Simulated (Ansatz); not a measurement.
System: cubic perovskite KMgF3. Method: rVV10 in Ansatz (plane waves, PAW).

Numerical settings: plane-wave cutoff 520 eV, 8×8×8 k mesh, Fermi–Dirac smearing 0.01 eV, scalar-relativistic PAW data made under PBE.

Equation-of-state points:

```json
[
 {"V (Å³/atom)": "12.149", "E − E_lowest (meV/atom)": "12.12", "P (GPa)": "5.30"},
 {"V (Å³/atom)": "12.408", "E − E_lowest (meV/atom)": "5.18", "P (GPa)": "3.33"},
 {"V (Å³/atom)": "12.666", "E − E_lowest (meV/atom)": "1.25", "P (GPa)": "1.57"},
 {"V (Å³/atom)": "12.925", "E − E_lowest (meV/atom)": "0.00", "P (GPa)": "0.00"},
 {"V (Å³/atom)": "13.183", "E − E_lowest (meV/atom)": "1.18", "P (GPa)": "-1.41"},
 {"V (Å³/atom)": "13.442", "E − E_lowest (meV/atom)": "4.50", "P (GPa)": "-2.68"},
 {"V (Å³/atom)": "13.700", "E − E_lowest (meV/atom)": "9.74", "P (GPa)": "-3.81"}
]
```

Estimate the bulk modulus from the pressures at 12.666 and 13.183 Å³/atom, and compare it with a fit to all energies.

B = −V dP/dV. Between V = 12.666 and 13.183 Å³/atom, dP/dV = (-1.41 − (1.57))/(13.183 − 12.666) = -5.76 GPa per Å³/atom; at the midpoint 12.925 Å³/atom this gives B ≈ 74.5 GPa. The third-order Birch–Murnaghan fit gives V0 = 12.924 Å³/atom, B0 = 74.5 GPa, B′ = 4.6, which lies within 1 % of that estimate.

Measured, for comparison: bulk modulus 75.1 GPa (room temperature, no zero-point or thermal correction, our sources range from 71.2 to 75.1; as tabulated in Vaitheeswaran et al. (2007), arXiv:cond-mat/0703621); equilibrium volume per atom 12.70 Å³/atom (room temperature, no zero-point or thermal correction; as tabulated in Vaitheeswaran et al. (2007), arXiv:cond-mat/0703621). Computed (rounded) less measured: bulk modulus -0.8 % (inside the range of the sources held), equilibrium volume per atom +1.7 %.

Ansatz is a quantum-chemistry and plane-wave program.
